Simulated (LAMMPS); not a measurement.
C (diamond structure) at 4000 K and zero pressure, started from the melt, with several potentials, in cells of their own sizes.

Potentials compared:
- CH.rebo: classical MD, pair style rebo, file CH.rebo (LAMMPS)
- MEAM SiC.meam: classical MD, pair style meam, file SiC.meam (LAMMPS)
- SiC.gw: classical MD, pair style gw, file SiC.gw (LAMMPS)

```tsv
potential	state	volume	first peak of g(r)	coordination number	self-diffusion coefficient of C (not corrected for cell size)	rough cost (ms per atom and simulated ps)
MEAM SiC.meam	liquid	7.043 ± 0.007 Å³/atom	1.83 Å, height 2.3	7.77 (counted to 2.38 Å)	(1.10 ± 0.06) × 10^-4 cm²/s	10 to 30
CH.rebo	liquid	8.53 ± 0.06 Å³/atom	1.47 Å, height 3.1	3.12 (counted to 1.94 Å)	(5.1 ± 0.3) × 10^-6 cm²/s	10 to 30
SiC.gw	liquid	10.57 ± 0.02 Å³/atom	1.77 Å, height 1.9	4.13 (counted to 2.30 Å)	(2.6 ± 0.1) × 10^-4 cm²/s	10 to 30
```

Costs are rough: whole-run CPU time with set-up and analysis, from shared machines, in bands a factor of about three wide.

Caution: the potential MEAM SiC.meam is made for SiC, not for the elements.

Caution: at ambient pressure real C sublimes or decomposes before or as it melts, so this liquid is the model's.

Caution (rows MEAM SiC.meam; CH.rebo): a run this short can hold a crystal over, or a liquid under, the potential's own melting point, which these runs don't give.

Caution: the potential SiC.gw is made for SiC, not for the elements.

Caution: with SiC.gw the 0 K volume of this crystal is 28 % off the measured one.

States go by the mean squared displacement: a species diffuses where it passes 1.5 Å², still rises and gives D over 1e-6 cm²/s; a crystal has left its structure where atoms lie 0.35 Å off their sites on average or a cubic box changes its shape by 3 %, or the axial ratios of another lie 8 % off the starting cell's, which the potential's own relaxation can also do.

Errors of D are the spread over four groups of atoms in one short run; a floor of about 5 %, a picked value, is safer.

Errors shown are sampling errors alone.
